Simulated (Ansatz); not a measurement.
System: LiNbO₃ (R-3, No. 148, 10 atoms in the cell; start mp-1078377; a measured phase of this formula has another space group). Method: r²SCAN (plane waves, PAW; Ansatz, a program for electronic structure).

Numerical settings: plane-wave cutoff 560 eV, 8×8×8 k mesh, Fermi–Dirac smearing 0.01 eV, no spin polarisation, scalar-relativistic PAW data made under PBE.

Cell (relaxed at this level):

Space group R-3, hexagonal axes (No. 148); a = b = 5.2087 Å, c = 14.2176 Å, α = β = 90.00°, γ = 120.00°

```tsv
atom	site	symmetry	x	y	z
Li	6c	3.	0.0000	0.0000	0.3568
Nb	6c	3.	0.0000	0.0000	0.1437
O	18f	1	0.3173	0.0289	0.2444
```
(The calculation used a cell of 10 atoms; values per cell refer to that cell.)

Q: Predict the band gap and Γ–Γ gap.

A: 
band gap: 4.45 eV
Γ–Γ gap: 5.10 eV

Spin–orbit coupling is not included.

It cost about 50 core-seconds (a rough figure) of CPU time.

A start named mp-… is a Materials Project structure, which need not be a measured phase.
